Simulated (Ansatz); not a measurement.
**Relaxation of cell and atoms of W (Im-3m, 1 atom in the cell) at several settings**

```
W
1.0
   -1.57042     1.57042     1.57042
    1.57042    -1.57042     1.57042
    1.57042     1.57042    -1.57042
W
1
Direct
  0.00000   0.00000   0.00000
```

Base: Ansatz (a first-principles code) with PBE, PAW files. Its settings: kpoints.mp_grid.grid = 15 15 15; kpoints.mp_grid.shift = 0.5 0.5 0.5; hamiltonian.xc = pbe; hamiltonian.pseudopotentials = {kind: paw} (an earlier, softer set of the program's PAW files); scf.occupations.method = fermi_dirac; scf.occupations.width = 0.1 eV. Starting volume 15.49 Å³ per atom.

Each line gives the change from the base single point and the result:

- relax: default → cell and atoms: pressure 0.00 GPa; final cell a = 2.757 Å, b = 2.757 Å, c = 2.757 Å, α = 109.47°, β = 109.47°, γ = 109.47°; final volume per atom 16.14 Å³; relaxation steps 6; free energy against the base single point -26.2 meV/atom.
- hamiltonian.dispersion: default → d3bj; relax: default → cell and atoms [DFT, PBE-D3BJ, plane waves, PAW files]: pressure 0.01 GPa; final cell a = 2.7362 Å, b = 2.7362 Å, c = 2.7362 Å, α = 109.47°, β = 109.47°, γ = 109.47°; final volume per atom 15.77 Å³; relaxation steps 5.

The starting cell comes from a database of computed structures (which also holds hypothetical and non-ambient phases and stackings), without a prior relaxation at this level. Its lattice was rescaled by a random factor within 2.5 % of one. Spin polarisation is off. Ansatz's pressure includes its estimate of the finite-basis (Pulay) stress.

Left out of this page: 1 run of the series outside the window shown, repeating another row's setting, or not comparable.

Keys are those of Ansatz 0.2.
